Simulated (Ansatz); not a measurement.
# A computed series for MgS: pressure series

Take MgS in the rock salt structure (space group Fm-3m, No. 225) as the base.

```yaml
crystal:
  lattice:
    - [0.00000, 2.56462, 2.56462]
    - [2.56462, 0.00000, 2.56462]
    - [2.56462, 2.56462, 0.00000]
  atoms:
    - { symbol: Mg, position: [0.00000, 0.00000, 0.00000] }
    - { symbol: S, position: [0.50000, 0.50000, 0.50000] }
```

Cell and atoms are relaxed at each pressure.

Method: LDA (Ansatz, a first-principles code, PAW, spin-orbit coupling left out).

Candidates:
(a) pressure 15 GPa
(b) pressure 22.5 GPa
(c) pressure 30 GPa
(d) pressure 2.1 GPa

Base values:

Band gap: 2.65 eV

Task: Order them by band gap, highest first.

Result: (c) pressure 30 GPa (3.07 eV), (b) pressure 22.5 GPa (3.00 eV), (a) pressure 15 GPa (2.91 eV), (d) pressure 2.1 GPa (2.70 eV)

Load acts through the strain it causes; cell and atoms are relaxed under it. Whether these cells are dynamically stable was not tested. No other phases were tried under pressure.
